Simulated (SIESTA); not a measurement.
## Worked example: self-consistent single point of Mg (P6_3/mmc, 2 atoms in the cell) in SIESTA

Method of the run: GGA PBE, numerical atomic orbitals TZP, PseudoDojo PBE standard norm-conserving potentials (rewritten from UPF to PSML) (SIESTA).

Input:

```
# files in the folder: Mg.psml (PseudoDojo PBE standard)
SystemName  Mg
SystemLabel Mg

NumberOfAtoms                2
NumberOfSpecies              1
%block ChemicalSpeciesLabel
  1 12 Mg
%endblock ChemicalSpeciesLabel
LatticeConstant              3.211670 Ang
%block LatticeVectors
     1.000000000    0.000000000    0.000000000
    -0.500000000    0.866025463    0.000000000
     0.000000000    0.000000000    1.620796969
%endblock LatticeVectors
AtomicCoordinatesFormat      Bohr
%block AtomicCoordinatesAndAtomicSpecies
    -0.000003035    3.504042796    2.459225800  1
     3.034591386    1.752018770    7.377677401  1
%endblock AtomicCoordinatesAndAtomicSpecies

XC.functional                GGA
XC.authors                   PBE
PAO.BasisSize                TZP
PAO.EnergyShift              0.005 Ry
MeshCutoff                   350 Ry
%block kgrid.MonkhorstPack
   12   0   0  0.0
    0  12   0  0.0
    0   0   7  0.0
%endblock kgrid.MonkhorstPack
OccupationFunction           MP
OccupationMPOrder            0
ElectronicTemperature        0.1 eV

MaxSCFIterations             150
SCF.Mixer.Method             Pulay
SCF.Mixer.Weight             0.2
SCF.Mixer.History            6
SCF.DM.Tolerance             1.0E-05
Diag.ParallelOverK           true
WriteForces                  true
Charge.Mulliken              end
```

Log, with long lists cut:

```
reinit: Reading from file input.fdf

reinit: System Name: Mg
reinit: System Label: Mg

coor:   Atomic-coordinates input format  =     Cartesian coordinates
coor:                                            (in Bohr units)

siesta: Atomic coordinates (Bohr) and species
siesta:     -0.00000   3.50404   2.45923  1        1
siesta:      3.03459   1.75202   7.37768  1        2

siesta: System type = bulk

initatomlists: Number of atoms, orbitals, and projectors:      2    20    16

siesta: ******************** Simulation parameters ****************************
redata: Spin configuration                          = none
redata: Time-Reversal Symmetry                      = T
redata: Number of Atomic Species                    =        1
redata: Mesh Cutoff                                 =   350.0000 Ry
redata: Net charge of the system                    =     0.0000 |e|
redata: Min. number of SCF Iter                     =        0
redata: Max. number of SCF Iter                     =      150
redata: SCF convergence failure will abort job
redata: SCF mix quantity                            = Hamiltonian
redata: Mix DM or H after convergence               =   F
redata: Recompute H after scf cycle                 =   F
redata: Mix DM in first SCF step                    =   T
redata: No kicks to SCF
redata: DM Mixing Weight for Kicks                  =     0.5000
redata: Require Harris convergence for SCF          =   F
redata: Harris energy tolerance for SCF             =     0.000100 eV
redata: Require DM convergence for SCF              =   T
redata: DM tolerance for SCF                        =     0.000010
redata: Require EDM convergence for SCF             =   F
redata: EDM tolerance for SCF                       =     0.001000 eV
redata: Require H convergence for SCF               =   T
redata: Hamiltonian tolerance for SCF               =     0.001000 eV
redata: Require (free) Energy convergence for SCF   =   F
redata: (free) Energy tolerance for SCF             =     0.000100 eV
redata: Using DFT-D3 dispersion                     =   F
redata: Using Saved Data (generic)                  =   F
redata: Method of Calculation                       = Diagonalization
redata: Electronic Temperature                      =  1160.4518 K
redata: Number of TDED substeps                     =        3
redata: Dynamics option                             = Single-point calculation
redata: Save all siesta data in one NC              =   F
redata: ***********************************************************************

%block SCF.Mixers
  Pulay
%endblock SCF.Mixers

%block SCF.Mixer.Pulay
  # Mixing method
  method pulay
  variant stable

  # Mixing options
  weight 0.2000
  weight.linear 0.2000
  history 6
%endblock SCF.Mixer.Pulay

DM_history_depth set to one: no extrapolation allowed by default for geometry relaxation
Size of DM history Fstack: 1
Total number of electrons:    20.000000
Total ionic charge:    20.000000

* ProcessorY, Blocksize:    1  21

* Orbital distribution balance (max,min):    20    20

k-point displ. along   1 input, could be:     0.00    0.50
k-point displ. along   2 input, could be:     0.00    0.50
 Kpoints in:          576 . Kpoints trimmed:          516

siesta: k-grid: Number of k-points = 516
siesta: k-points from Monkhorst-Pack grid
siesta: k-cutoff (effective) =    18.219 Ang
siesta: k-point supercell and displacements
siesta: k-grid:    12     0     0      0.000
siesta: k-grid:     0    12     0      0.000
siesta: k-grid:     0     0     7      0.000

diag: Algorithm                                     = D&C
diag: Parallel over k                               =   F
diag: Use parallel 2D distribution                  =   F
diag: Parallel block-size                           = 21
diag: Parallel distribution                         =     1 x     1
diag: Used triangular part                          = Lower
diag: Absolute tolerance                            =  0.100E-15
diag: Orthogonalization factor                      =  0.100E-05
diag: Memory factor                                 =  1.0000

superc: Internal auxiliary supercell:     7 x     7 x     5  =     245
superc: Number of atoms, orbitals, and projectors:    490   4900   3920

                        Single-point calculation

superc: Internal auxiliary supercell:     7 x     7 x     5  =     245
superc: Number of atoms, orbitals, and projectors:    490   4900   3920

outcell: Unit cell vectors (Ang):
        3.211670    0.000000    0.000000
       -1.605835    2.781388    0.000000
        0.000000    0.000000    5.205465

outcell: Cell vector modules (Ang)   :    3.211670    3.211670    5.205465
outcell: Cell angles (23,13,12) (deg):     90.0000     90.0000    120.0000
outcell: Cell volume (Ang**3)        :     46.4999
new_DM -- step:     1
Initializing Density Matrix...

Attempting to read DM from file... Failed...
DM filled with atomic data:

InitMesh: MESH = 32 x 32 x 60 = 61440
InitMesh: Mesh cutoff (required, used) =   350.000   365.830 Ry

stepf: Methfessel-Paxton step function
       Using Hermite-Gauss polynomials of order  0

        iscf     Eharris(eV)        E_KS(eV)     FreeEng(eV)     dDmax    Ef(eV) dHmax(eV)
   scf:    1    -3225.968030    -3231.292857    -3231.297295  1.316430 -3.274578  2.812277
   scf:    2    -3231.323669    -3231.308383    -3231.312809  0.031309 -3.295963  2.177841
   scf:    3    -3231.350522    -3231.330767    -3231.335171  0.098809 -3.368254  0.010828
   scf:    4    -3231.330767    -3231.330767    -3231.335169  0.000496 -3.372825  0.027350
   scf:    5    -3231.330777    -3231.330773    -3231.335173  0.001390 -3.372587  0.001181
   scf:    6    -3231.330773    -3231.330773    -3231.335173  0.000061 -3.372579  0.000148
mix: Pulay -- inversion failed, > SVD [rank/size] 2 / 5
   scf:    7    -3231.330773    -3231.330773    -3231.335173  0.000008 -3.372577  0.000001

SCF Convergence by DM+H criterion
max |DM_out - DM_in|         :     0.0000078567
max |H_out - H_in|      (eV) :     0.0000010086
SCF cycle converged after 7 iterations

Using DM_out to compute the final energy and forces

siesta: E_KS(eV) =            -3231.3308

siesta: E_KS - E_eggbox =     -3231.3308

siesta: Atomic forces (eV/Ang):
     1   -0.000266    0.000153   -0.000000
     2    0.000266   -0.000154   -0.000000
   Tot   -0.000000   -0.000000   -0.000000
   Max    0.000266
   Res    0.000177    sqrt( Sum f_i^2 / 3N )
   Max    0.000266    constrained

Stress tensor Voigt[x,y,z,yz,xz,xy] (kbar):      -17.86      -17.22       -7.21        0.00        0.00        0.56
(Free)E + p*V (eV/cell)    -3230.9260
Target enthalpy (eV/cell)    -3231.3352

siesta: Program's energy decomposition (eV):
siesta: Ebs     =      -907.927877
siesta: Eions   =      3945.709855
siesta: Ena     =       267.987983
siesta: Ekin    =      1835.323507
siesta: Enl     =      -975.858566
siesta: Eso     =         0.000000
siesta: Edftu   =         0.000000
siesta: DEna    =        15.961338
siesta: DUscf   =         0.427209
siesta: DUext   =         0.000000
siesta: Ex      =      -405.518530
siesta: Ec      =       -23.943859
siesta: Exc     =      -429.462389
siesta: Eharris =     -3231.330773
siesta: Etot    =     -3231.330773
siesta: FreeEng =     -3231.335173

siesta: Stress tensor (static) (eV/Ang**3):
siesta:    -0.011150    0.000349    0.000000
siesta:     0.000349   -0.010746    0.000000
siesta:     0.000000    0.000000   -0.004501

siesta: Cell volume =         46.499900 Ang**3

siesta: Pressure (static):
siesta:                Solid            Molecule  Units
siesta:           0.00009583          0.00009579  Ry/Bohr**3
siesta:           0.00879890          0.00879482  eV/Ang**3
siesta:          14.09739024         14.09085182  kBar

mulliken: Atomic and Orbital Populations:

Species: Mg
Atom  Qatom  Qorb
               2s      3s      3s      3s      2py     2pz     2px     3py
               3pz     3px
   1 10.000   1.998   1.188  -0.953   0.825   2.016   2.014   2.016   0.310
              0.277   0.310
   2 10.000   1.998   1.188  -0.953   0.825   2.016   2.014   2.016   0.310
              0.277   0.310

mulliken: Qtot =       20.000

Mulliken Atomic Populations:
Atom #   charge [q] valence [e]  Species
     1     0.000000   10.000000  Mg
     2    -0.000000   10.000000  Mg
 Total     0.000000
```

The run converged in 7 iterations.

The starting cell comes from a database of computed structures (which also holds hypothetical and non-ambient phases and stackings), without a prior relaxation at this level. Its lattice was rescaled by a random factor within 2.5 % of one. Values carry the incompleteness of an atom-centred basis.
